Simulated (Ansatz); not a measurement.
We consider GeF2 (model structure, started from the rutile type, P4₂/mnm, No. 136, 6 atoms in the cell), described by G0W0@PBEsol (hard PAW, contour deformation; Ansatz, an electronic-structure program).

The same calculation (at the PBEsol cell, 15.529 Å³/atom) with different numerical settings; throughout: k mesh 2×2×2:

| run | response cutoff (eV) | empty bands | quasiparticle gap on the mesh (eV) | quasiparticle gap at Γ (eV) | rough time |
|---|---|---|---|---|---|
| 1 | 100 | 389 | 4.330 | 4.330 | 90 core-s |
| 2 | 150 | 714 | 4.454 | 4.454 | 5 core-min |
| 3 | 200 | 1099 | 4.545 | 4.545 | 10 core-min |
| 4 | 250 | 1536 | (withheld) | (withheld) | 20 core-min |

Problem. Some entries are withheld; supply them.

Solution. 
- 4, quasiparticle gap on the mesh (eV): 4.611
- 4, quasiparticle gap at Γ (eV): 4.611

In the column quasiparticle gap on the mesh (eV) the first row differs from the last by -0.281 and the next to last by -0.066.

The last row is no converged limit: other settings stay fixed.

Spin–orbit coupling is not included.

Note: filled d or f shells below the valence bands can shift G0W0 gaps through exchange with them, which wasn't tested here.

A model structure was made by putting elements into a prototype or built by hand; it is no filed structure, need not be a known phase, and can be a saddle point held by its symmetry.
